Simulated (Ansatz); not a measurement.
# Smallest direct gap on the k points sampled of SrZrO3 (model structure, R3c, No. 161, 10 atoms in the cell) at several levels of theory

No measured value is used here.

```tsv
level (code)	value (eV)
LDA (Ansatz)	3.78
PBEsol (Ansatz)	3.81
HSE06 (Ansatz)	5.48
```

At these levels the smallest gap is indirect and lower: LDA 3.71, PBEsol 3.75, HSE06 5.36 eV. Computed values are for a static lattice. Spin–orbit coupling is included only where a level's name says +SOC; with heavier elements it mostly lowers gaps and can invert bands.  Values are at the PBEsol cell. Cutoffs and k meshes differ between the levels. Ansatz's density-functional and Hartree–Fock values are scalar-relativistic unless marked +SOC, with PAW data made under PBE.

A model structure was made by putting elements into a prototype or built by hand; it is no filed structure, need not be a known phase, and can be a saddle point held by its symmetry.

Ansatz is a quantum-chemistry and plane-wave program.
